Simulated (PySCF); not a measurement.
PySCF 2.14.0, WB97X/def2-svp, df: B(Cl)(F)(nPr) (CCCB(F)Cl), 13 atoms. The geometry is a generated start, not checked to be a minimum at this level.

| Item | Value |
|---|---|
| task | energy |
| method | wb97x |
| basis | def2-svp |
| two-electron scheme | density fitting |
| mol.max_memory | 3000 MB |
| mf.max_cycle | 100 |
| mf.diis_space | 8 (default) |
| mf.conv_tol | 1e-09 (default) |
| mf.grids.level | 3 (default) |
| basis functions | 123 |
| grid points | 158200 |

```xyz
13

B      0.4039     0.0225     2.0773
Cl     0.1739    -0.9282     3.4904
F      1.1820     1.0838     2.2145
C     -0.2900    -0.3067     0.6940
C      0.3944     0.3191    -0.5307
C     -0.3665     0.0077    -1.8134
H     -1.3211     0.0638     0.7316
H     -0.3773    -1.3853     0.5451
H      0.4599     1.3999    -0.3949
H      1.4130    -0.0642    -0.6085
H     -0.4499    -1.0677    -1.9568
H      0.1477     0.4292    -2.6735
H     -1.3699     0.4261    -1.7752
```

With the defaults (mf.diis = true, mf.init_guess = minao, mf.level_shift = 0, mf.diis_damp = 0, mf.DIIS = CDIIS, newton = off) it converges in 12 Fock builds. One run each on 2 threads, 1 BLAS thread, with these changes:
- mf.init_guess = mod_huckel
- mf.init_guess = sap
- mf.level_shift = 1 Hartree
- mf.init_guess = 1e
- mf.DIIS = ADIIS
- newton = Hessian by the SCF's own integrals
- mf.init_guess = huckel
- mf.diis = false
- mf.diis_damp = 0.3

Question: Which runs fail or end elsewhere than the default run?

Answer: No convergence: mf.diis = false (the run ends without SCF convergence in 100 cycles). The rest reach the solution of the defaults.

```json
[
 {"setting": "the defaults", "Fock builds": "12", "end": "same solution"},
 {"setting": "mf.diis_damp = 0.3", "Fock builds": "12", "end": "same solution"},
 {"setting": "mf.init_guess = mod_huckel", "Fock builds": "13", "end": "same solution"},
 {"setting": "mf.init_guess = huckel", "Fock builds": "13", "end": "same solution"},
 {"setting": "mf.DIIS = ADIIS", "Fock builds": "14", "end": "same solution"},
 {"setting": "mf.init_guess = sap", "Fock builds": "17", "end": "same solution"},
 {"setting": "mf.level_shift = 1 Hartree", "Fock builds": "23", "end": "same solution"},
 {"setting": "newton = Hessian by the SCF's own integrals", "Fock builds": "25", "end": "same solution"},
 {"setting": "mf.init_guess = 1e", "Fock builds": "27", "end": "same solution"},
 {"setting": "mf.diis = false", "Fock builds": "101", "end": "no convergence"}
]
```

Under newton the count holds the products with the orbital Hessian.
